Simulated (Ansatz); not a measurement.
Abridged Ansatz (a quantum-chemistry and plane-wave program) output:

```
Relaxation: its limit of steps is 50 (relax.max_steps)
Pseudopotential: Ti, paw, valence charge 12
Crystal: 2 atoms, lattice volume = 29.882 Å³
Basis set: ecut = 420 eV, 591 PW (Γ), exchange–correlation on 40×40×60 points (8 copies of the dense FFT grid, shifted against one another)
Bands: 16, of which v1, the nominal top of the filled ones, is band 12 counted from 1 (11 counted from 0)
Symmetry: 24 space group operations
k-points: 392 of 6877
Functional: x = slater, c = lda
SCF iter   1: F=—  HF=-4900.563658 eV  |F-HF|=—  |Δ(HF+E_count)|=         —  Δρ=6.48e-3  dr2=5.57e-3  ethr=1.77e-3  ⟨swp⟩=3.8  Hψ=25808  notcnv=0
SCF iter   2: F=—  HF=-4900.561987 eV  |F-HF|=—  |Δ(HF+E_count)|=   1.67e-3  Δρ=3.17e-3  dr2=1.19e-3  ethr=2.32e-5  ⟨swp⟩=1.0  Hψ=9445  notcnv=0
SCF 1 converged in 6 iterations: F = -4900.561785 eV  dr2 = 6.92e-11
relax step   1: F+E_penalty+E_count = -4900.56178464 eV  Δ(F+E_penalty+E_count) = +0.000e0 eV  max|allowed force component| = 2.220e-16 eV/Å  Δτ_max = 0.0000 Å  (6 SCF iters, accepted)
SCF converged after 6 iterations
Free energy (F): -4900.561785 eV
Internal energy: -4900.493795 eV  (E = F + TS)
E sigma→0 (E₀):  -4900.527790 eV
Entropy (-TS):   -0.067989 eV (-33.995 meV/atom)
Fermi energy:    15.562802 eV
--- Forces (eV/Å), atoms counted from 1 ---
  atom   1  Ti    -0.00000000    -0.00000000     0.00000000
  atom   2  Ti    -0.00000000     0.00000000    -0.00000000
--- Stress (GPa, compression-positive) ---
       10.759258       0.000000      -0.000000
        0.000000      10.759258       0.000000
       -0.000000       0.000000      11.242360
  P = ⅓ Tr σ = 10.9203 GPa (109.203 kbar)
--- Relaxed structure (1 steps of the walk, 1 accepted, 0 SCFs on fresh bases) ---
  atoms:
    - { symbol: Ti, position: [0.6666666666666666, 0.3333333333333333, 0.75] }
    - { symbol: Ti, position: [0.3333333333333333, 0.6666666666666666, 0.25] }
```

Question: What was computed, and what are the main results?

Answer: Ti, 2 atoms in the cell, with LDA (Ansatz; PAW; 420 eV plane waves; scalar-relativistic without spin-orbit coupling). The last SCF converged to F = -4900.561785 eV, or -2450.2809 eV per atom, at a pressure of 10.92 GPa. The total energy compares only with runs of the same code, potentials and settings.

The cells carry an imposed strain or load. No phonon test of stability was made. All final runs are without spin polarisation. The cell was made from Ti in the hcp (Mg type) structure (space group P6_3/mmc, No. 194) by this change: isotropic strain −2.50 %.

Keys are those of Ansatz 0.2.
